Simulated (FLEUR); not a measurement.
A self-consistent single point of Ni (Fm-3m, 1 atom in the cell) with FLEUR.

Method: LDA (Perdew-Zunger), all-electron FLAPW (FLEUR), scalar-relativistic valence run with FLEUR.

```
Ni
1.0
    0.00000     1.73712     1.73712
    1.73712     0.00000     1.73712
    1.73712     1.73712     0.00000
Ni
1
Direct
  0.00000   0.00000   0.00000
```
Moments meant for the start (each program seeds them in its own way; μB, in the order of the atoms Ni): 1.0.

Reference input (self-consistent single point, DFT, PBE, all-electron FLAPW (FLEUR), scalar-relativistic valence): Kmax = 3.6 1/bohr; GmaxXC = 10.8 1/bohr; xcFunctional = pbe; jspins = 2; l_soc = F; mode = hist; fermiSmearingEnergy = 0.00367493 Htr; mesh (inpgen div1-3) = 11 11 11; inpgen gamma flag = false; Gmax = 10.8 1/bohr; numbands = 0; maxIterBroyd = 15. This run's input differs from it in these lines:

```diff
@@ -13,2 +13,3 @@
 &comp jspins=2 /
+&exco xctyp='pz' /
 &kpt div1=11 div2=11 div3=11 /
@@ -25,3 +26,3 @@
       <coreElectrons ctail="T" frcor="F" kcrel="0" coretail_lmax="0"/>
-      <xcFunctional name="pbe" relativisticCorrections="F"/>
+      <xcFunctional name="pz" relativisticCorrections="F"/>
       <magnetism jspins="2"/>
```

Output (repeated stretches shortened):

```
 Iteration:     1   Distance:      12.17785332 me/bohr^3
 Iteration:     2   Distance:      11.77478717 me/bohr^3
 Iteration:     3   Distance:       4.47280126 me/bohr^3
 Iteration:     4   Distance:       2.98510340 me/bohr^3
 Iteration:     5   Distance:       2.65322326 me/bohr^3
   [... 8 lines left out ...]
 Iteration:    14   Distance:       0.00002840 me/bohr^3
 Iteration:    15   Distance:       0.00001422 me/bohr^3
 Iteration:    16   Distance:       0.00001376 me/bohr^3
 Iteration:    17   Distance:       0.00000249 me/bohr^3
 Run finished successfully
 Stop message:
   Structural relaxation: Done

[file out, last iteration]
             iter=     18
[...]
          total density-effective poten   -2.4122209398E+03
          total charge density-energy d   -6.1109087463E+01
 Updated energy parameters for spin:           1
 Updated energy parameters for spin:           2
[...]
 fermi energy and band-weighting factors:

[...]
FERMIE:
          first approx. to ef    (T=0)  :   0.336061 htr   (energy of the highest occ. eigenvalue)
          number of occ. states  (T=0)  :        913
          first approx. to seigv (T=0)  :  -9.452780 htr
          sum of weights of occ. states :  16.018032
          sum of semicore charge        :   0.000000 e
FERHIS:  Fermi-Energy by histogram:
          bandgap                     :   0.000645 htr
   [... lines left out ...]
          charge neutrality (T=0)     :   0.018032    (zero if the highest occ. eigenvalue is "entirely" occupied)
     EF_NEWTON:  Adjust Fermi-Energy by Newton-Method.
 Direct bandgap for spin            1 :    3.0175143478382793E-002  Htr
 Direct bandgap for spin            2 :    7.6394331118115888E-003  Htr
 ---->    free energy=                     -1518.3878757183 htr
   [... lines left out ...]
SPIN-1 FORCE FOR ATOM TYPE=  1  X=  0.000   Y=  0.000   Z=  0.000      FX_SP = 0.000000 FY_SP = 0.000000 FZ_SP = 0.000000
SPIN-2 FORCE FOR ATOM TYPE=  1  X=  0.000   Y=  0.000   Z=  0.000      FX_SP = 0.000000 FY_SP = 0.000000 FZ_SP = 0.000000
 ***** TOTAL FORCES ON ATOMS *****
 TOTAL FORCE FOR ATOM TYPE=  1  X=  0.000   Y=  0.000   Z=  0.000
                       FX_TOT= 0.000000 FY_TOT= 0.000000 FZ_TOT= 0.000000
 Structural relaxation: Done
```

The run converged in 17 iterations. FLEUR gives forces in its relaxation mode, with a further iteration, so its stop message speaks of a relaxation. Against the reference run the size of the net moment moves little (0.57 to 0.56 μB/atom).

The starting cell has typed, rounded lattice constants, without a prior relaxation at this level. Its lattice was rescaled by a random factor within 2.5 % of one. With one magnetic atom in the cell only a parallel order is possible. Values depend on the basis (sphere radii, cutoffs, local orbitals), which need not be converged. The log's line on a gap gives a spacing of levels on this mesh, which the program prints for metals too.
